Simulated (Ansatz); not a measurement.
Here is the system:

```xyz
2
Lattice="0.0000 2.4627 2.4120 2.4627 0.0000 2.4120 2.4627 2.4627 0.0000" Properties=species:S:1:pos:R:3 pbc="T T T"
Be     0.0000     0.0000     0.0000
S      3.6940     3.6940     3.6181
```

Calculation: r2SCAN with spin-orbit coupling, rigid bands (plane waves, PAW; Ansatz, an electronic-structure program). Condition of this run: biaxial stress xx = yy = -2 GPa (compression positive) (the target of the relaxation). How the cell was made: cell and atoms relaxed with r2SCAN, then loaded as said.

Q: What conductivity effective mass do dilute electrons have at 300 K?

A: 0.30 (x), 0.30 (y), 0.78 (z) mₑ.

Q: What conductivity effective mass do dilute holes have at 300 K?

A: 0.75 (x), 0.75 (y), 0.71 (z) mₑ.

Q: And the band gap?

A: 3.43 eV at this level; semilocal functionals usually fall short of the measured gap.

Rigid bands, one relaxation time for all states, no polarons.
